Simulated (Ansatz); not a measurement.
**Ba3As2 (space group P-3m1, No. 164; a hypothetical phase, not in the database extracts checked)**

```cif
data_As2Ba3
_chemical_formula_sum 'As2 Ba3'
_space_group_name_H-M_alt 'P-3m1'
_space_group_IT_number 164
_space_group_name_Hall '-P 3 2"'
_cell_length_a 5.58980
_cell_length_b 5.58980
_cell_length_c 7.11116
_cell_angle_alpha 90.000
_cell_angle_beta 90.000
_cell_angle_gamma 120.000
loop_
_atom_site_label
_atom_site_type_symbol
_atom_site_symmetry_multiplicity
_atom_site_Wyckoff_symbol
_atom_site_fract_x
_atom_site_fract_y
_atom_site_fract_z
_atom_site_occupancy
As1 As 2 d 0.33333 0.66667 0.21536 1
Ba1 Ba 1 a 0.00000 0.00000 0.00000 1
Ba2 Ba 2 d 0.66667 0.33333 0.30580 1
```

Level of theory: DFT with PBE, PAW potentials and a 420 eV plane-wave cutoff in Ansatz (a first-principles code), no spin-orbit coupling. Γ-centred 7×7×5 mesh, Fermi–Dirac width 0.05 eV.

The volume per atom is 38.49 Å³. The density comes out as 4.85 g/cm³ and the band gap is 0.40 eV, indirect, Γ → K. The electron mass is 0.40 mₑ along c, 0.42 mₑ across, the hole mass is 0.14 mₑ along c, 0.86 mₑ across and the lowest conduction-band minima above the VBM is K (1/3, 1/3, 0) 0.40 eV; Γ 0.91 eV. The total energy is -5513.262 eV/atom (σ→0; compares only within this code and set-up).

Masses are band curvatures over ±0.01 Å⁻¹ around the edge. Gaps are Kohn–Sham eigenvalue differences; semilocal functionals usually give less than the measured gap. Stability against distortions was not tested.
